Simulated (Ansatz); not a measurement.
Start from PtSe$_{2}$ in the CdI2 type structure (space group P-3m1, No. 164; a = 3.7722 Å, c = 4.8212 Å; layered; relaxed with 0.1 eV smearing). Axes: x lies along a and z along c of the hexagonal cell.

Calculations: PBE-D3(BJ), PAW, 420 eV (Ansatz, a first-principles code; no SOC).

Strains are applied to the cell and any free atomic positions relax.

One change was made to it. Results:

```tsv
quantity	base	after
shortest interatomic distance	4.774 bohr	4.772 bohr
energy relative to the base (free energy F)	0 meV/atom	+0.1 meV/atom
```

Task: Which change produced these results?
A) uniaxial strain ε_zz = −2.00 %
B) uniaxial strain ε_zz = −0.50 %
C) uniaxial strain ε_zz = −3.00 %
D) uniaxial strain ε_zz = +2.50 %

Result: B, uniaxial strain ε_zz = −0.50 %. For comparison, the energy relative to the base in the other runs: uniaxial strain ε_zz = −2.00 % gives +1.7 meV/atom; uniaxial strain ε_zz = +2.50 % gives +2.1 meV/atom; uniaxial strain ε_zz = −3.00 % gives +4.0 meV/atom.

Whether these cells are dynamically stable was not tested. The final runs are not spin-polarised.
